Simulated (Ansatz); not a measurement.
TiB2, pressure series

Take TiB₂ (space group P6/mmm, No. 191; a = 3.0320 Å, c = 3.2243 Å) as the base.

Cell and atoms are relaxed at each pressure.

The values are results of Ansatz (a first-principles code) PBE, without spin-orbit coupling, not measurements.

```
P (GPa)  V (Å³/atom)
-------  -----------
-2.00          8.626
-1.00          8.591
2.99           8.457
7.00           8.333
15.00          8.108
30.00          7.751
50.00          7.369
75.00          6.989
100.00         6.681
```

A third-order Birch–Murnaghan fit to these points gives V₀ = 8.56 Å³/atom, B₀ = 251 GPa and B₀′ = 3.9. At pressure 100 GPa the volume is 78.1 % of V₀.

Load acts through the strain it causes; cell and atoms are relaxed under it. Whether these cells are dynamically stable was not tested. No other phases were tried under pressure. All final runs are without spin polarisation.
